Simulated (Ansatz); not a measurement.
Consider TiO2 in the rutile structure (space group P4_2/mnm, No. 136; a = 4.591 Å, c = 2.939 Å).

Modification: cell and atoms relaxed at a pressure of 5 GPa.

Levels (all Ansatz, a program for electronic structure, PAW): PBEsol (420 eV, no spin-orbit coupling); r2SCAN (500 eV, scalar-relativistic without spin-orbit coupling); HSE06 (420 eV, no spin-orbit coupling).

One geometry, relaxed with PBEsol, under each level:

| level | band gap | lowest conduction level above the VBM at special points | pressure |
|---|---|---|---|
| PBEsol | 1.88 eV | Γ 1.88 eV; M 1.92 eV; R 1.93 eV; X 2.59 eV | 5.00 GPa |
| r2SCAN | 2.26 eV | Γ 2.26 eV; M 2.30 eV; R 2.32 eV; X 2.98 eV | 7.31 GPa |
| HSE06 | 3.43 eV | Γ 3.43 eV; M 3.46 eV; R 3.48 eV | – |

Single points use the geometry relaxed with PBEsol. Their cutoffs differ, which shifts pressures a little. Load acts through the strain it causes; cell and atoms are relaxed under it. Stability against distortions was not tested. No other phases were tried under pressure. The final runs are not spin-polarised.
